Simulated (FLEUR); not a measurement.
A self-consistent single point of GaSb (F-43m, 2 atoms in the cell) with FLEUR.

Computed with LDA (Perdew-Zunger), all-electron FLAPW (FLEUR), scalar-relativistic valence run with FLEUR.

```xyz
2
Lattice="0.0000 3.1419 3.1419 3.1419 0.0000 3.1419 3.1419 3.1419 0.0000" Properties=species:S:1:pos:R:3 pbc="T T T"
Ga     0.0000     0.0000     0.0000
Sb     4.7129     4.7129     4.7129
```

Reference input (self-consistent single point, DFT, PBE, all-electron FLAPW (FLEUR), scalar-relativistic valence): Kmax = 4.2 1/bohr; GmaxXC = 16.8 1/bohr; xcFunctional = pbe; jspins = 1; l_soc = F; mode = gauss; fermiSmearingEnergy = 0.00367493 Htr; mesh (inpgen div1-3) = 9 9 9; inpgen gamma flag = false; Gmax = 16.8 1/bohr; numbands = 0; maxIterBroyd = 25. This run's input differs from it in these lines:

```diff
@@ -14,2 +14,3 @@
 &comp jspins=1 /
+&exco xctyp='pz' /
 &kpt div1=9 div2=9 div3=9 /
@@ -26,3 +27,3 @@
       <coreElectrons ctail="T" frcor="F" kcrel="0" coretail_lmax="0"/>
-      <xcFunctional name="pbe" relativisticCorrections="F"/>
+      <xcFunctional name="pz" relativisticCorrections="F"/>
       <magnetism jspins="1"/>
```

Output (repeated stretches shortened):

```
 Iteration:     1   Distance:       4.71122513 me/bohr^3
 Iteration:     2   Distance:       4.38286039 me/bohr^3
 Iteration:     3   Distance:       2.27176582 me/bohr^3
 Iteration:     4   Distance:       0.46000020 me/bohr^3
 Iteration:     5   Distance:       0.40222877 me/bohr^3
   [... 6 lines left out ...]
 Iteration:    12   Distance:       0.00006778 me/bohr^3
 Iteration:    13   Distance:       0.00007641 me/bohr^3
 Iteration:    14   Distance:       0.00001047 me/bohr^3
 Iteration:    15   Distance:       0.00000059 me/bohr^3
 Run finished successfully
 Stop message:
   Structural relaxation: Done

[file out, last iteration]
             iter=     16
[...]
          total density-effective poten   -1.3853977308E+04
          total charge density-energy d   -2.3802064388E+02
 Updated energy parameters for spin:           1
[...]
 fermi energy and band-weighting factors:

[...]
FERMIE:
          first approx. to ef    (T=0)  :   0.164660 htr   (energy of the highest occ. eigenvalue)
          number of occ. states  (T=0)  :        770
          first approx. to seigv (T=0)  : -12.746913 htr
          sum of weights of occ. states :  14.000000
          sum of semicore charge        :   0.000000 e
          fermi energy=   0.16525 har   work function=  -4.49668 ev
          number of valence electrons=  28.00000
     band-weighting factor for spin=    1
   [... lines left out ...]
          total moment                 =     0.00000
 Direct bandgap for spin            1 :    2.9447072601879343E-002  Htr
 ---->    free energy=                     -8419.5160946433 htr
   [... lines left out ...]
      extrapolation for T->0
 ---->    total electron energy=           -8419.5160946433 htr
 ***** TOTAL FORCES ON ATOMS *****
 TOTAL FORCE FOR ATOM TYPE=  1  X=  0.000   Y=  0.000   Z=  0.000
                       FX_TOT= 0.000000 FY_TOT= 0.000000 FZ_TOT= 0.000000
 TOTAL FORCE FOR ATOM TYPE=  2  X= -2.969   Y= -2.969   Z= -2.969
                       FX_TOT= 0.000000 FY_TOT= 0.000000 FZ_TOT= 0.000000
 Structural relaxation: Done
```

The run converged in 15 iterations. FLEUR gives forces in its relaxation mode, with a further iteration, so its stop message speaks of a relaxation. 

The starting cell comes from a database of computed structures (which also holds hypothetical and non-ambient phases and stackings), without a prior relaxation at this level. Its lattice was rescaled by a random factor within 2.5 % of one. Spin-orbit coupling is off. Values depend on the basis (sphere radii, cutoffs, local orbitals), which need not be converged. No gap is read from this output. The log's line on a gap gives a spacing of levels on this mesh, which the program prints for metals too.

Cost on one core of a shared machine: roughly 4 min.
